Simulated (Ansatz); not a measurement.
## Phonon-limited transport in Co₃AlC (Pm-3m)

Here is the system:

```xyz
5
Lattice="3.6783 0.0000 0.0000 0.0000 3.6783 0.0000 0.0000 0.0000 3.6783" Properties=species:S:1:pos:R:3 pbc="T T T"
Al     0.0000     0.0000     0.0000
Co     0.0000     1.8391     1.8391
Co     1.8391     0.0000     1.8391
Co     1.8391     1.8391     0.0000
C      1.8391     1.8391     1.8391
```

All values below come from PBEsol, DFPT electron-phonon coupling, linearised Boltzmann equation (plane waves, PAW, scalar-relativistic; Ansatz, a first-principles code). Geometry: relaxed with this functional, without spin-orbit coupling.

```
Quantity                 Value
--------------------  --------
resistivity at 300 K  43 μΩ·cm
```

A metal at this level (no band gap). Only scattering by harmonic phonons is included (no impurities, grain boundaries, electron-electron scattering or thermal expansion). Spin-orbit coupling is left out. Few carriers conduct, so the values hang on small band overlaps. Halving the electron mesh (24x24x24) moves the resistivity by up to 9 % at 300 K. Smearing 0.20 eV; phonons on a 4x4x4 q mesh, which this run doesn't test and which matters most at low temperature.

Computed structure, not matched to a measured one here, so possibly hypothetical: Co3AlC (Pm-3m). Treated as nonmagnetic (a ferromagnetic start lost its moment, other orders weren't tried): Co3AlC (Pm-3m).
